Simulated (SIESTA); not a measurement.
A self-consistent single point of Cs2RbPdF6 (I4/mmm, 10 atoms in the cell) with SIESTA.

Method: GGA PBEsol, numerical atomic orbitals DZP, PseudoDojo PBEsol standard norm-conserving potentials (rewritten from UPF to PSML) (SIESTA).

The change in words: lattice scaled by 0.97; MeshCutoff: 400 Ry → 240 Ry. Reference geometry:
```xyz
10
Lattice="-3.2340 3.2340 4.8101 3.2340 -3.2340 4.8101 3.2340 3.2340 -4.8101" Properties=species:S:1:pos:R:3 pbc="T T T"
Cs     0.0000     3.2340     2.4050
Cs     3.2340     0.0000     2.4050
Rb     0.0000     0.0000     4.8101
Pd     0.0000     0.0000     0.0000
F      1.3851     1.3851     0.0000
F      1.8489     1.8489     4.8101
F      1.8489    -1.8489     4.8101
F     -1.8489     1.8489     4.8101
F      0.0000     0.0000     2.1814
F      0.0000     0.0000     7.4388
```
Moments meant for the start (each program seeds them in its own way; μB, in the order of the atoms Cs Cs Rb Pd F F F F F F): 0.0 0.0 0.0 1.0 0.0 0.0 0.0 0.0 0.0 0.0.

Reference input (self-consistent single point, DFT, GGA PBEsol, numerical atomic orbitals DZP, PseudoDojo PBEsol standard norm-conserving potentials (rewritten from UPF to PSML)): XC.functional = GGA; XC.authors = PBEsol; potentials = PseudoDojo PBEsol standard; PAO.BasisSize = DZP; PAO.EnergyShift = 0.005 Ry; MeshCutoff = 400 Ry; kgrid.MonkhorstPack = 3 3 3; OccupationFunction = FD; ElectronicTemperature = 232.09 K; Spin = polarized; MaxSCFIterations = 150; SCF.Mixer.Method = Pulay. This run's input differs from it in these lines:

```diff
@@ -14,5 +14,5 @@
 %block LatticeVectors
-    -6.111308147    6.111308147    9.089726279
-     6.111308147   -6.111308147    9.089726279
-     6.111308147    6.111308147   -9.089726279
+    -5.927968808    5.927968808    8.817035019
+     5.927968808   -5.927968808    8.817035019
+     5.927968808    5.927968808   -8.817035019
 %endblock LatticeVectors
@@ -20,12 +20,12 @@
 %block AtomicCoordinatesAndAtomicSpecies
-    -0.000000000    6.111308147    4.544863139  1
-     6.111308147    0.000000000    4.544863139  1
-     0.000000000    0.000000000    9.089726279  2
+     0.000000000    5.927968808    4.408517510  1
+     5.927968808    0.000000000    4.408517510  1
+     0.000000000    0.000000000    8.817035019  2
      0.000000000    0.000000000    0.000000000  3
-     2.617473279    2.617473279   -0.000000000  4
-     3.493834867    3.493834867    9.089726279  4
-     3.493834867   -3.493834867    9.089726279  4
-    -3.493834867    3.493834867    9.089726279  4
-     0.000000000   -0.000000000    4.122190867  4
-    -0.000000000    0.000000000   14.057261690  4
+     2.538949040    2.538949040    0.000000000  4
+     3.389019767    3.389019767    8.817035019  4
+     3.389019767   -3.389019767    8.817035019  4
+    -3.389019767    3.389019767    8.817035019  4
+    -0.000000000    0.000000000    3.998525381  4
+    -0.000000000    0.000000000   13.635544658  4
 %endblock AtomicCoordinatesAndAtomicSpecies
@@ -36,3 +36,3 @@
 PAO.EnergyShift              0.005 Ry
-MeshCutoff                   400 Ry
+MeshCutoff                   240 Ry
 %block kgrid.MonkhorstPack
```

Log, with long lists cut:

```
        iscf     Eharris(eV)        E_KS(eV)     FreeEng(eV)     dDmax    Ef(eV) dHmax(eV)
   scf:    1    -9655.921143    -9683.488505    -9683.489060  0.878261 -5.857267  8.892621
     spin moment: {S} , |S| = {        0.0        0.0    0.99569 }     0.99569
   scf:    2    -9689.787711    -9686.861848    -9686.862041  0.065128 -6.171551  5.915359
     spin moment: {S} , |S| = {        0.0        0.0    0.99873 }     0.99873
   scf:    3    -9690.232565    -9689.810348    -9689.810385  0.132152 -6.435303  3.104783
     spin moment: {S} , |S| = {        0.0        0.0    0.99980 }     0.99980
   [... lines left out ...]
     spin moment: {S} , |S| = {        0.0        0.0    1.00000 }     1.00000
   scf:   13    -9690.044251    -9690.044256    -9690.044256  0.000277 -5.777139  0.007003
     spin moment: {S} , |S| = {        0.0        0.0    1.00000 }     1.00000
   scf:   14    -9690.044258    -9690.044258    -9690.044258  0.000103 -5.778020  0.000262
     spin moment: {S} , |S| = {        0.0        0.0    1.00000 }     1.00000
   scf:   15    -9690.044258    -9690.044258    -9690.044258  0.000017 -5.777936  0.000071
     spin moment: {S} , |S| = {        0.0        0.0    1.00000 }     1.00000
SCF Convergence by DM+H criterion
max |DM_out - DM_in|         :     0.0000167560
max |H_out - H_in|      (eV) :     0.0000706734
SCF cycle converged after 15 iterations

Using DM_out to compute the final energy and forces

siesta: E_KS(eV) =            -9690.0443

siesta: E_KS - E_eggbox =     -9690.0443

siesta: Atomic forces (eV/Ang):
     1    0.000269   -0.000269   -0.000000
     2   -0.000269    0.000269    0.000000
     3   -0.000000   -0.000000   -0.000000
     4   -0.000000   -0.000000    0.000000
     5    0.929867    0.929867   -0.000302
     6   -0.929867   -0.929867    0.000302
     7   -0.905578    0.905578    0.000000
     8    0.905578   -0.905578    0.000000
     9   -0.000201   -0.000201    0.478245
    10    0.000201    0.000201   -0.478245
   Tot    0.000000    0.000000   -0.000000
   Max    0.929867
   [... lines left out ...]
siesta: FreeEng =     -9690.044258
siesta: Cell volume =        183.652894 Ang**3
siesta:          66.95837663         95.37509931  kBar
   [... lines left out ...]
     3     0.416562    8.583438    0.008827  Rb
     4     0.605406   17.394594    0.616744  Pd
     5    -0.467783    7.467783    0.020141  F
     6    -0.467783    7.467783    0.020141  F
     7    -0.467941    7.467941    0.020163  F
     8    -0.467941    7.467941    0.020163  F
     9    -0.506985    7.506985    0.145482  F
    10    -0.506985    7.506985    0.145482  F
 Total     0.000000                1.000000
```

The run converged in 15 iterations. Against the reference run the free energy goes up by 34.8 meV/atom, the pressure goes from 0.55 to 6.70 GPa, the largest force goes from 0.256 to 1.315 eV/Å, the gap on the mesh goes from 0.569 to 0.698 eV and the size of the net moment stays at 0.10 μB/atom.

The starting cell comes from a database of computed structures (which also holds hypothetical and non-ambient phases and stackings), without a prior relaxation at this level. Its lattice was rescaled by a random factor within 2.5 % of one. For this run, on top of that: lattice scaled by 0.97. With one magnetic atom in the cell only a parallel order is possible. Values carry the incompleteness of an atom-centred basis. The basis of the alkali or alkaline-earth atoms may lack their empty d shell, which can raise the gap. Forces in this geometry exceed 1 eV/Å.

Cost on one core of a shared machine: roughly 2 min.
